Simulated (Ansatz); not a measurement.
## GaN (P6_3mc): band-edge transport data

Data:

```xyz
4
Lattice="3.2470 0.0000 0.0000 -1.6235 2.8120 0.0000 0.0000 0.0000 5.1350" Properties=species:S:1:pos:R:3 pbc="T T T"
Ga     0.0000     1.8747    -0.0166
Ga     1.6235     0.9373     2.5509
N      0.0000     1.8747     1.9422
N      1.6235     0.9373     4.5097
```

All values below come from PBE with spin-orbit coupling, rigid bands (plane waves, PAW; Ansatz, a program for electronic structure). Condition of this run: biaxial stress in the c plane of -8 GPa (compression positive) (the target of the relaxation). How the cell was made: cell and atoms relaxed with PBEsol, then loaded as said.

```yaml
band_gap: 1.69 eV
electron conductivity mass (300 K, dilute): 0.172 (x), 0.172 (y), 0.163 (z) mₑ
hole conductivity mass (300 K, dilute): 1.89 (x), 1.89 (y), 0.38 (z) mₑ
effective density of states N_c (300 K): 1.7e18 cm⁻³
effective density of states N_v (300 K): 2.9e19 cm⁻³
density_of_states_mass_electrons: 0.165 mₑ
density_of_states_mass_holes: 1.09 mₑ
Seebeck coefficient, n-type 1e19 cm⁻³, 300 K: -100 μV/K
best n-type power factor at 300 K for τ = 10 fs (best axis; densities from 1e16 to 1e21 cm⁻³ tried, whether or not they can be reached): 1.59 μW/(cm·K²) at 1e19 cm⁻³
Seebeck coefficient, p-type 1e19 cm⁻³, 300 K: 323 μV/K
```

Rigid bands; masses and Seebeck coefficients take one relaxation time τ for all states and one kind of carrier; polarons and phonon drag are left out. Geometry: cell and atoms relaxed with PBEsol.
